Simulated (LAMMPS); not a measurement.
Melting of SiC (zinc blende) at zero pressure by solid-liquid coexistence, with several potentials.

Potentials compared:
- MEAM SiC.meam: classical MD, pair style meam, file SiC.meam (LAMMPS)
- SiC.gw: classical MD, pair style gw, file SiC.gw (LAMMPS)
- SiC.vashishta: classical MD, pair style vashishta, file SiC.vashishta (LAMMPS); P. Vashishta, R. K. Kalia, A. Nakano, and J. P. Rino. J. Appl. Phys. 101, 103515 (2007).

```
potential      melting point  enthalpy of fusion  entropy of fusion  volume change  superheating limit  rough cost (ms per atom and simulated ps)
-------------  -------------  ------------------  -----------------  -------------  ------------------  -----------------------------------------
MEAM SiC.meam    3560 ± 71 K        0.77 eV/atom        2.5 kB/atom          8.0 %              4900 K                                    3 to 10
SiC.gw           3090 ± 62 K        0.47 eV/atom        1.7 kB/atom           12 %              3900 K                                    3 to 10
SiC.vashishta    2780 ± 56 K        0.57 eV/atom        2.4 kB/atom           27 %              3500 K                                   10 to 30
```

Costs are rough: whole-run CPU time with set-up and analysis, from shared machines, in bands a factor of about three wide.

Caution: at ambient pressure real SiC sublimes or decomposes before or as it melts, so this liquid is the model's.

Caution: the error of the potential's melting point is set to 2 % at least, a picked allowance for cell size and run length.
